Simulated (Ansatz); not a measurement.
Fluorite PtAl2 was calculated with LDA (Ansatz, an electronic-structure program, plane waves, PAW).

Run with plane-wave cutoff 520 eV, 16×16×16 k mesh, Fermi–Dirac smearing 0.05 eV, scalar-relativistic PAW data made under PBE.

Computed points:

| V (Å³/atom) | E − E_lowest (meV/atom) | P (GPa) |
|---|---|---|
| 15.709 | 30.52 | 10.31 |
| 16.043 | 13.07 | 6.50 |
| 16.377 | 3.15 | 3.07 |
| 16.711 | 0.00 | 0.00 |
| 17.045 | 2.93 | -2.76 |
| 17.380 | 11.30 | -5.23 |
| 17.714 | 24.55 | -7.44 |

Problem. What bulk modulus B0 and pressure derivative B′ does a third-order Birch–Murnaghan fit give?

Solution. V0 = 16.711 Å³/atom, B0 = 145 GPa, B′ = 4.4 (fit to the energies at full precision).

Spin–orbit coupling is not included.

Computed values are for the static lattice.
